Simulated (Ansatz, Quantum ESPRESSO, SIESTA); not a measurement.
**Code comparison for LaS₂ (P4/nmm, 6 atoms in the cell)**

Self-consistent single point.

```
CELL_PARAMETERS angstrom
      4.04634     0.00000     0.00000
      0.00000     4.04634     0.00000
      0.00000     0.00000     8.31768
ATOMIC_POSITIONS crystal
  La 0.00000 0.50000 0.72423
  La 0.50000 0.00000 0.27577
  S  0.00000 0.50000 0.36397
  S  0.50000 0.00000 0.63603
  S  0.00000 0.00000 0.00000
  S  0.50000 0.50000 0.00000
```

Shared settings, as Ansatz (a quantum-chemistry and plane-wave program) writes them: kpoints.mp_grid.grid = 6 6 3; scf.occupations.method = fermi_dirac; scf.occupations.width = 0.1 eV. Potentials and cutoffs stand in the table.

```csv
code,model,pressure (GPa),largest force (eV/Å),cutoff
Quantum ESPRESSO,"PBEsol, GBRV 1.5 ultrasoft (PBESOL) pseudopotentials",-3.44,0.080,40 Ry
SIESTA,"GGA PBEsol, numerical atomic orbitals DZP, PseudoDojo PBEsol standard norm-conserving potentials (rewritten from UPF to PSML)",-0.83,0.178,grid 300 Ry
Ansatz,"PBEsol, PAW files made with PBE",-3.51,0.075,default
```

Size of the force on each atom (eV/Å): Sizes of forces hide their directions.

```
code                La1    La2     S3     S4     S5     S6
----------------  -----  -----  -----  -----  -----  -----
Quantum ESPRESSO  0.080  0.080  0.012  0.012  0.000  0.000
SIESTA            0.178  0.178  0.079  0.079  0.000  0.000
Ansatz            0.075  0.075  0.006  0.006  0.000  0.000
```

The spread over the programs that give each value: pressure within 2.68 GPa; largest force within 0.103 eV/Å.

SIESTA uses small atom-centred bases, whose incompleteness enters pressures, forces and empty levels differently from a plane-wave cutoff. Ansatz's pressure is given at a fixed set of plane waves, as the other plane-wave codes print theirs. In the pressure, SIESTA (by 2.65) lies more than 1 GPa from the median of the plane-wave programs. In the force vectors, SIESTA (by 0.101) lies more than 0.08 eV/Å from the median of the plane-wave programs.

On the base mesh (7 7 4) the same programs gave: Ansatz pressure -3.53 GPa; Quantum ESPRESSO pressure -3.47 GPa; SIESTA pressure -0.85 GPa.

The starting cell comes from a database of computed structures (which also holds hypothetical and non-ambient phases and stackings), without a prior relaxation at this level.

Left out of this page: CP2K (on another mesh); Elk and FLEUR (not drawn, or without a comparable value).

Keys are those of Ansatz 0.2.
